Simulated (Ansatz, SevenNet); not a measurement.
## CsCl-type CoGa: properties by level of theory

Reference values: lattice constant a 2.878 Å (measured, temperature not stated, copied from a table, unchecked, no zero-point or thermal correction; as tabulated in Monatshefte fuer Chemie und verwandte Teile anderer Wissenschaften 123, 509 (1992)).

```
level (code)     lattice constant a (Å)  elastic constant C11 (GPa)  elastic constant C44 (GPa)  polycrystal shear modulus (GPa)  enthalpy of formation (eV/atom)
---------------  ----------------------  --------------------------  --------------------------  -------------------------------  -------------------------------
SevenNet-l3i5                     2.884                         218                        81.2                             54.8                           -0.301
LDA (Ansatz)                      2.810                         265                         128                             76.5                           -0.376
BLYP (Ansatz)                     2.930                         167                        70.4                             38.4                           -0.079
PBEsol (Ansatz)                   2.840                         248                         122                             74.8                           -0.332
RPBE (Ansatz)                     2.907                         204                        99.2                             62.0                           -0.215
r²SCAN (Ansatz)                   2.844                         276                         125                             90.1                           -0.175
```

Machine-learned potentials (SevenNet-l3i5) are trained on DFT data: a solid inside that data is no test of them.

Caveats: an element that serves as reference has a cell well above its measured volume (BLYP). Ansatz's density-functional and Hartree–Fock values are scalar-relativistic unless marked +SOC, with PAW data made under PBE.

The crystal itself was run without spin with LDA, BLYP, PBEsol, RPBE, r²SCAN; a magnetic state was not tried in these runs.

Ansatz is a first-principles code.
